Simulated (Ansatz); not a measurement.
The starting structures come from a database of crystals and need not be the phases stable at ambient conditions.

 Where the default PAW files enter, the runs use the earlier of Ansatz's two default sets.

Consider the following.

```
CdMgTe2
1.0
    4.61362     0.00000     0.00000
    0.00000     6.49047     0.00000
    0.00000     0.00000     4.61362
Mg Cd Te
1 1 2
Direct
  0.50000   0.50000   0.50000
  0.00000   0.00000   0.00000
  0.50000   0.74455   0.00000
  0.00000   0.25545   0.50000
```

Space group of this cell: P-4m2. The cell is taken as given; by PBEsol its mean pressure is -0.9 GPa.

The current runs along the normal of the first two printed vectors, the (100) plane. All runs by Ansatz (a first-principles code), plane waves and PAW, without spin-orbit coupling; the base is PBEsol.

```csv
run,mean pressure (GPa),gap (eV),mid-gap κ (1/Å)
base,-0.9,1.35,0.096
all lengths scaled by 0.98,1.6,___,___
all lengths scaled by 1.02,-2.7,1.15,0.086
lda in place of pbesol,-2.2,1.22,___
"lengths across the current scaled by 0.98, ions clamped",0.7,1.45,0.103
"lengths across the current scaled by 1.02, ions clamped",-2.1,___,___
"lengths along the current scaled by 0.97, ions clamped",0.3,1.38,0.099
"lengths along the current scaled by 1.03, ions clamped",-1.8,1.22,0.092
```

Problem. Complete the blanks.

Solution. 
- all lengths scaled by 0.98, gap (eV): 1.55
- all lengths scaled by 0.98, mid-gap κ (1/Å): 0.106
- lda in place of pbesol, mid-gap κ (1/Å): 0.088
- lengths across the current scaled by 1.02, ions clamped, gap (eV): 1.18
- lengths across the current scaled by 1.02, ions clamped, mid-gap κ (1/Å): 0.089
